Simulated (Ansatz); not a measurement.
System: NbRu (model structure, Fm-3m, No. 225, 2 atoms in the cell). Method: PBE in Ansatz (plane waves, PAW).

Numerical settings: plane-wave cutoff 520 eV, 20×20×20 k mesh, Fermi–Dirac smearing 0.05 eV, no spin polarisation, scalar-relativistic PAW data made under PBE.

Cell (relaxed at this level):

```
NbRu
1.0
    0.00000     2.59708     2.59708
    2.59708     0.00000     2.59708
    2.59708     2.59708     0.00000
Ru Nb
1 1
Direct
  0.00000   0.00000   0.00000
  0.50000   0.50000   0.50000
```

Problem. What does this level give for the bulk modulus B0?

Solution. 
bulk modulus B0: 188 GPa

Note: the run has no spin polarisation, so it can have missed a magnetic state; the bulk modulus is −V dP/dV from two relaxed cells at ±2 % in volume; the relaxation could raise the start's symmetry but not lower it, so the cell can be a saddle point.

Computed values are for the static lattice.

A model structure was made by putting elements into a prototype or built by hand; it is no filed structure, need not be a known phase, and can be a saddle point held by its symmetry.

Ansatz is an electronic-structure program.
